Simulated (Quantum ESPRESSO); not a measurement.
Quantum ESPRESSO is run on Mg5Sn (R32, 6 atoms in the cell), and the run fails. The aim is a self-consistent single point with DFT, LDA (PZ), plane waves, GBRV 1.5 ultrasoft (LDA) pseudopotentials.

Cell that was meant: a = 6.0806 Å, b = 6.0806 Å, c = 6.0806 Å, α = 53.83°, β = 53.83°, γ = 53.83°.

Part of the input:

```fortran
/
ATOMIC_SPECIES
Mg    24.3050  mg_lda_v1.4.uspp.F.UPF
Sn   118.7100  sn_pbe_v1.4.uspp.F.UPF
ATOMIC_POSITIONS {angstrom}
Mg    0.9133820249    1.5892200622    5.1837370000
Mg   -1.8329959585   -0.0035979942    5.1837370000
```

Output, abridged:

```
           4           1

 %%%%%%%%%%%%%%%%%%%%%%%%%%%%%%%%%%%%%%%%%%%%%%%%%%%%%%%%%%%%%%%%%%%%%%%%%%%%%%
     Error in routine set_dft_from_name (3):
      conflicting values for icorr
 %%%%%%%%%%%%%%%%%%%%%%%%%%%%%%%%%%%%%%%%%%%%%%%%%%%%%%%%%%%%%%%%%%%%%%%%%%%%%%

     stopping ...
```

Question: Read the log: what does the program object to, and what is the fix?

Answer: The fault is potentials made for another functional; here the program stops on it instead of giving results. To fix it, use potentials made for the functional of the run. The program stopped before any SCF iteration.

An input that runs soundly differs in these lines (not the only fix; some lines may just follow from the change or write a value another way):
```diff
-Sn   118.7100  sn_pbe_v1.4.uspp.F.UPF
+Sn   118.7100  sn_lda_v1.4.uspp.F.UPF
```

With that input, the run converged in 11 iterations: free energy E − TS -10670.0491 eV; Fermi level (on the code's own zero) 6.74 eV; pressure -1.74 GPa; largest force (vector length) 0.020 eV/Å (DFT, LDA (PZ), plane waves, GBRV 1.5 ultrasoft (LDA) pseudopotentials).

On the sound input: the starting cell comes from a database of computed structures (which also holds hypothetical and non-ambient phases and stackings), without a prior relaxation at this level.
